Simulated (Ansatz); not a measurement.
**A computed series for hypothetical rutile SnS2: element substitutions**

Base system: SnS2 in the rutile structure (space group P4_2/mnm, No. 136; a = 6.2005 Å, c = 3.8065 Å; a hypothetical phase, not in the database extracts checked).

Each row replaces one element on all its sites; cell and atoms are relaxed.

Levels (all Ansatz, a quantum-chemistry and plane-wave program, PAW, earlier PAW set): PBE (420 eV, scalar-relativistic without spin-orbit coupling); PBEsol (420 eV, without spin-orbit coupling).

The base cell above is that of PBE; each level relaxes its own structures.

```
case     volume per atom, PBE  volume per atom, PBEsol
-------  --------------------  -----------------------
S → Se               28.90 Å³                 27.39 Å³
S → Te               36.73 Å³                 34.75 Å³
Sn → Sb              25.36 Å³                 24.24 Å³
```

PBE lies above PBEsol in every row, by 1.12 Å³ to 1.98 Å³. They put the cases in the same order.

Stability against distortions was not tested. As relaxed here, SnSe2, SnTe2 and SbS2 are hypothetical phases, not in the database extracts checked. The final runs are not spin-polarised.
